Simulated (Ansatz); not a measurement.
# Ir under a change: isotropic strain −1.00 %

Consider Ir in the fcc (Cu type) structure (space group Fm-3m, No. 225; a = 3.812 Å; relaxed with 0.1 eV smearing).

Perturbation: an isotropic linear strain of −1.00 %, atoms relaxed at fixed cell.

Calculations: LDA (Ansatz, an electronic-structure program, PAW, scalar-relativistic without spin-orbit coupling). Γ-centred 30×30×30 mesh, Fermi–Dirac width 0.1 eV.

| quantity | base | changed | shift |
|---|---|---|---|
| volume per atom | 13.85 Å³ | 13.44 Å³ | -0.41 Å³ |
| energy relative to the base (free energy F) | 0 meV/atom | +16 meV/atom | +16 meV/atom |
| band gap | zero | zero | – |

Whether these cells are dynamically stable was not tested. All final runs are without spin polarisation.
